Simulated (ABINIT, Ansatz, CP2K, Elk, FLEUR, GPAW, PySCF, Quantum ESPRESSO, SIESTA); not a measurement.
# Code comparison for Se (P3_121, 3 atoms in the cell)

Self-consistent single point.

```yaml
crystal:
  lattice:
    - [2.21035, -3.82843, 0.00000]
    - [2.21035, 3.82843, 0.00000]
    - [0.00000, 0.00000, 5.00742]
  atoms:
    - { symbol: Se, position: [0.00000, 0.22500, 0.66667] }
    - { symbol: Se, position: [0.77500, 0.77500, 0.00000] }
    - { symbol: Se, position: [0.22500, 0.00000, 0.33333] }
```

All programs got the same cell, k-point mesh and kind of occupations (in Ansatz's words: kpoints.mp_grid.grid = 6 6 5; scf.occupations.method = fermi_dirac; scf.occupations.width = 0.01 eV); potentials, basis and cutoffs are each program's usual ones.

| code | model | pressure (GPa) | largest force (eV/Å) | gap on the mesh (eV) | k-points | cutoff |
|---|---|---|---|---|---|---|
| FLEUR | PBE, all-electron FLAPW (FLEUR), scalar-relativistic valence | – | 0.268 | 1.357 | 27 | Kmax 3.8 1/bohr |
| ABINIT | PBE, norm-conserving pseudopotentials (PseudoDojo nc-sr-05 PBE standard) | 0.90 | 0.093 | 1.320 | 27 | 43 Ha |
| SIESTA | GGA PBE, numerical atomic orbitals TZP, PseudoDojo PBE standard norm-conserving potentials (rewritten from UPF to PSML) | 6.12 | 1.562 | 1.275 | 96 | grid 350 Ry |
| CP2K | PBE, GPW, DZVP-MOLOPT-SR-GTH basis, GTH-PBE potentials (GTH_POTENTIALS) | 1.54 | 0.258 | 1.330 | 92 | grid 400 Ry |
| Quantum ESPRESSO | PBE, SSSP 1.1.2 efficiency (PBE) pseudopotentials | 0.83 | 0.077 | 1.336 | 27 | 40 Ry |
| Ansatz | PBE, default PAW files | 0.86 | 0.072 | 1.335 | 27 | default |
| GPAW | PBE, GPAW PAW datasets PBE (gpaw-data 1.0.1) | 0.87 | 0.087 | 1.332 | 27 | 550 eV |
| PySCF | PBE, Gaussian basis gth-dzvp-molopt-sr, GTH pseudopotentials gth-pbe, FFT density fitting with multigrid | – | – | 1.330 | 180 | grid 50 Ha |
| Elk | PBE, all-electron FP-LAPW, Elk's shipped species files, default APW+lo basis | – | – | 1.332 | 38 | default |

A dash marks a value that a program does not give, or that is left out as unsure.

Gaps are read on the mesh. Another mesh or the band path gives a smaller gap, so these values are not converged in the mesh.

The spread over the programs that give each value: pressure within 5.29 GPa; largest force within 1.490 eV/Å; gap on the mesh within 0.082 eV.

The starting cell has typed, rounded lattice constants, without a prior relaxation at this level. Its lattice was rescaled by a random factor within 2.5 % of one. On Ansatz's run: Another mesh or the band path of this cell gives a smaller gap, so this value is not converged in the mesh.

Why do the programs differ, and what cannot be compared?

Differences of this kind can come from the potentials, where these differ, and from what each basis and cutoff leave unconverged. The valence holds different numbers of electrons (FLEUR 48, ABINIT 48, SIESTA 48, CP2K 18, Quantum ESPRESSO 18, Ansatz (a quantum-chemistry and plane-wave program) 48, GPAW 18, PySCF 18). The zero of total energies and Fermi levels follows the potentials and each program's conventions, so they are not compared here. SIESTA, CP2K and PySCF use small atom-centred bases, whose incompleteness enters pressures, forces and empty levels differently from a plane-wave cutoff. FLEUR and Elk treat all electrons, but the usual bases taken here (sphere radii, linearisation, local orbitals, empty states) were not tested for convergence, so the values are no reference for the others. Ansatz's pressure is given at a fixed set of plane waves, as the other plane-wave codes print theirs. The programs reduce the same mesh by symmetry to different extents, which changes the work and not the result. In the pressure, SIESTA (by 5.26) lies more than 1 GPa from the median of the plane-wave programs. In the force vectors, FLEUR (by 0.186), SIESTA (by 1.479) and CP2K (by 0.176) lie more than 0.08 eV/Å from the median of the plane-wave programs.

Keys are those of Ansatz 0.2.
